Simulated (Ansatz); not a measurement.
The reference is TiB2 (space group P6/mmm, No. 191; a = 3.0173 Å, c = 3.1849 Å). Axes: x lies along a and z along c of the hexagonal cell.

Level of theory: DFT with PBEsol, PAW potentials and a 420 eV plane-wave cutoff in Ansatz (an electronic-structure program), no spin-orbit coupling, earlier PAW set.

Before the change:

Shortest interatomic distance: 1.742 Å
Pressure: 0.0 GPa

It is then changed as follows: uniaxial strain ε_yy = −2.79 %, all other strain components held at zero; the atoms relax in the strained cell.

Problem. How does this affect the shortest interatomic distance, energy relative to the base and pressure?

Solution. The shortest interatomic distance falls by 0.041 Å to 1.701 Å; the energy rises by 15 meV/atom; the pressure (mean of the normal stresses, compression positive) goes from zero to 8.7 GPa.

The mesh was chosen for an insulator and is coarse for the gapless case. Without a gap, meshes like the base's 13×13×10 leave anisotropic stresses uncertain by several tenths of a GPa, and small strain energies with them. Whether these cells are dynamically stable was not tested. The final runs are not spin-polarised.
